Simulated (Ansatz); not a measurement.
Fluorite CoSi2 was calculated with PBE (Ansatz, a first-principles code, plane waves, PAW).

Settings: plane-wave cutoff 520 eV, 14×14×14 k mesh, Fermi–Dirac smearing 0.1 eV, perturbation theory, no spin polarisation, scalar-relativistic PAW data made under PBE.

The cell has the measured lattice parameters. Conventional cell: a = 5.3560 Å, b = 5.3560 Å, c = 5.3560 Å, α = 90.00°, β = 90.00°, γ = 90.00°.

Harmonic phonon frequencies (cm⁻¹; i marks an imaginary mode):

```json
[
 {"q point": "Γ", "frequencies": "0 0 0 329 329 329 332 332 332"},
 {"q point": "X", "frequencies": "181 181 259 270 270 283 371 376 376"},
 {"q point": "L", "frequencies": "112 112 297 310 310 338 349 355 355"}
]
```

No imaginary mode appears at these points.

Note: the cell isn't this level's own, so it is under some stress, which shifts stiffness and frequencies.
